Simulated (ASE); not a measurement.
Pair distribution function (Li-O) of Li3OCl (antiperovskite; a metastable compound), cell Li24Cl8O8, with the crystal as the starting point [in the run: it stayed crystalline; mean temperature 308 K (target 300 K); density 1.93 g/cm³, volume +4 % from the start crystal's], from MD at 308 K. Method: ASE with the machine-learned potential CHGNet 0.3.0. Volume per atom 12.44 Å³, mean pressure 0.4 GPa. 

```
r (Å)  g(r)
-----  ----
1.22   0.00
1.26   0.00
1.30   0.00
1.34   0.00
1.38   0.00
1.42   0.00
1.46   0.00
1.50   0.00
1.54   0.00
1.58   0.00
1.62   0.00
1.66   0.01
1.70   0.06
1.74   0.29
1.78   0.94
1.82   2.46
1.86   5.03
1.90   7.37
1.94   9.08
1.98   9.86
2.02   8.56
2.06   6.85
2.10   4.99
2.14   3.00
2.18   1.93
2.22   0.85
2.26   0.61
2.30   0.24
2.34   0.09
2.38   0.05
2.42   0.01
2.46   0.02
2.50   0.00
2.54   0.00
2.58   0.00
2.62   0.00
2.66   0.00
2.70   0.00
2.74   0.00
2.78   0.00
2.82   0.00
2.86   0.00
2.90   0.00
2.94   0.00
2.98   0.00
3.02   0.00
3.06   0.00
3.10   0.00
3.14   0.00
3.18   0.00
3.22   0.00
3.26   0.00
3.30   0.00
3.34   0.00
3.38   0.00
3.42   0.00
3.46   0.00
3.50   0.00
3.54   0.00
3.58   0.00
3.62   0.00
3.66   0.00
3.70   0.01
3.74   0.01
3.78   0.02
3.82   0.06
3.86   0.07
3.90   0.14
3.94   0.20
```

Task: State where the first shell ends and the number of neighbours in it.

Result: g is nil from 2.5 to 3.7 Å, so any cut there serves; 2.0 O round each Li and 6.0 Li round each O in the shell, from n = 4πρ∫r²g(r)dr.
